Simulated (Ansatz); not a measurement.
**A computed series for CsBH4: pressure series**

Start from CsBH₄ (space group F-43m, No. 216; a = 7.225 Å; a cell from a computed database, its experimental status unchecked).

Cell and atoms are relaxed at each pressure.

Computed with Kohn–Sham DFT with the PBEsol functional, run in Ansatz (an electronic-structure program) with PAW and 420 eV plane waves, no SOC.

```csv
pressure (GPa),volume per atom (Å³/atom)
-1,17.416
0,15.712
0.3,15.357
0.7,14.944
1.5,14.291
3,13.390
5,?
7.5,11.771
10,11.185
```

Q: Fit the third-order Birch–Murnaghan form P(V) = (3B₀/2)[(V₀/V)^(7/3) − (V₀/V)^(5/3)]·[1 + (3/4)(B₀′ − 4)((V₀/V)^(2/3) − 1)] (squares taken in P) to the rows shown and predict the withheld row.

A: Least squares on the printed values gives V₀ = 15.708 Å³/atom, B₀ = 12.6 GPa, B₀′ = 5.0; this predicts 12.533 Å³/atom, and the run gives 12.540 Å³/atom, 0.007 higher.

Load acts through the strain it causes; cell and atoms are relaxed under it. Stability against distortions was not tested. Competing high-pressure phases were not computed.
